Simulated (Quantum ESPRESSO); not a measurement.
Quantum ESPRESSO 7.5, DFT, PBE, plane waves, PseudoDojo 0.5 standard norm-conserving PBE (local tails restored to the Coulomb form): zinc-blende GaP, 2 atoms. Basis and mesh were picked for this test and aren't claimed converged.

```json
{
 "cell": "3.85, 3.85, 3.85 Å; 60, 60, 60°",
 "task": "phonons by DFPT",
 "k mesh": "8×8×8",
 "ecutwfc": "80 Ry",
 "ecutrho": "320 Ry",
 "occupations": "fixed",
 "conv_thr": "1e-12 Ry",
 "tprnfor": "true",
 "tstress": "false",
 "tr2_ph": "1e-14",
 "q": "[0, 0, 0] 2π/alat, Cartesian",
 "k-points computed": "29"
}
```

Machine A. Machine: one whole node, AMD EPYC (Zen 5), 96 cores on 1 socket, no SMT, 12 L3 cache groups.

Machine B. Machine: one whole node, Intel Xeon 6 (Granite Rapids), 96 cores on 1 socket, 2 hardware threads a core, 3 L3 cache groups, 3 NUMA nodes.

Each time is the median wall time of two to five repeats, run one at a time on the otherwise empty machine; start-up is included. Unless noted, each process is bound to its own block of adjacent cores. Build: conda-forge: Open MPI 5.0, OpenMP, OpenBLAS 0.3.34 (pthreads), FFTW, ScaLAPACK, ELPA. Other compilers and libraries give other times. Scratch files lie in a memory file system. A preparatory run goes ahead and isn't timed.

On machine A:

| run | wall time on A |
|---|---|
| 16 ranks, -nk 16, alpha_mix(1) = 0.7 (default) | 12 s |
| 48 ranks, -nk 16, alpha_mix(1) = 0.7 (default) | 7.2 s |
| 96 ranks, -nk 16, alpha_mix(1) = 0.7 (default) | 7.2 s |
| 24 ranks, -nk 12, alpha_mix(1) = 0.7 (default) | 11 s |
| 16 ranks, -nk 16, alpha_mix(1) = 0.2 | 15 s |
| 32 ranks, -nk 16, alpha_mix(1) = 0.7 (default) | 8.6 s |
| 4 ranks, -nk 4, alpha_mix(1) = 0.7 (default) | 37 s |
| 64 ranks, -nk 16, alpha_mix(1) = 0.7 (default) | 6.4 s |

### Question
Predict the times on machine B.

### Answer
| run | A | B | B over A |
|---|---|---|---|
| 16 ranks, -nk 16, alpha_mix(1) = 0.7 (default) | 12 s | 17 s | 1.3 |
| 48 ranks, -nk 16, alpha_mix(1) = 0.7 (default) | 7.2 s | 8.1 s | 1.1 |
| 96 ranks, -nk 16, alpha_mix(1) = 0.7 (default) | 7.2 s | 6.4 s | 0.89 |
| 24 ranks, -nk 12, alpha_mix(1) = 0.7 (default) | 11 s | 15 s | 1.4 |
| 16 ranks, -nk 16, alpha_mix(1) = 0.2 | 15 s | 20 s | 1.3 |
| 32 ranks, -nk 16, alpha_mix(1) = 0.7 (default) | 8.6 s | 11 s | 1.3 |
| 4 ranks, -nk 4, alpha_mix(1) = 0.7 (default) | 37 s | 54 s | 1.5 |
| 64 ranks, -nk 16, alpha_mix(1) = 0.7 (default) | 6.4 s | 7.1 s | 1.1 |

B takes 0.89 to 1.5 times the time of A. The shortest run is 64 ranks, -nk 16, alpha_mix(1) = 0.7 (default) on A and 96 ranks, -nk 16, alpha_mix(1) = 0.7 (default) on B.
